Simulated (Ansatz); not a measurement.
**A computed series for ZrO2: pressure series**

Start from ZrO₂ in the anatase structure (space group I4_1/amd, No. 141; a = 3.9980 Å, c = 10.6539 Å; a cell from a computed database, its experimental status unchecked).

Cell and atoms are relaxed at each pressure.

Method: Ansatz (an electronic-structure program) PBEsol, no SOC, earlier PAW set.

```json
[
 {"case": "base", "width of the top valence band": "0.43 eV", "smallest direct gap": "4.12 eV", "electron mass": "2.3 mₑ along c, 0.44 mₑ across (at Γ)", "density": "4.81 g/cm³", "band gap": "3.91 eV"},
 {"case": "pressure 0.3 GPa", "width of the top valence band": "0.43 eV", "smallest direct gap": "4.12 eV", "electron mass": "2.3 mₑ along c, 0.44 mₑ across (at Γ)", "density": "4.81 g/cm³", "band gap": "3.91 eV"},
 {"case": "pressure 0.7 GPa", "width of the top valence band": "0.44 eV", "smallest direct gap": "4.12 eV", "electron mass": "2.3 mₑ along c, 0.44 mₑ across (at Γ)", "density": "4.82 g/cm³", "band gap": "3.91 eV"},
 {"case": "pressure 1.5 GPa", "width of the top valence band": "0.44 eV", "smallest direct gap": "4.13 eV", "electron mass": "2.2 mₑ along c, 0.44 mₑ across (at Γ)", "density": "4.85 g/cm³", "band gap": "3.92 eV"},
 {"case": "pressure 3 GPa", "width of the top valence band": "0.45 eV", "smallest direct gap": "4.14 eV", "electron mass": "2.2 mₑ along c, 0.43 mₑ across (at Γ)", "density": "4.88 g/cm³", "band gap": "3.93 eV"},
 {"case": "pressure 5 GPa", "width of the top valence band": "0.47 eV", "smallest direct gap": "4.15 eV", "electron mass": "2.2 mₑ along c, 0.43 mₑ across (at Γ)", "density": "4.93 g/cm³", "band gap": "3.94 eV"}
]
```

Load acts through the strain it causes; cell and atoms are relaxed under it. Masses are band curvatures over ±0.01 Å⁻¹ around the edge. Whether these cells are dynamically stable was not tested. Competing high-pressure phases were not computed. This is not the structure that ZrO2 has at room temperature and ambient pressure.
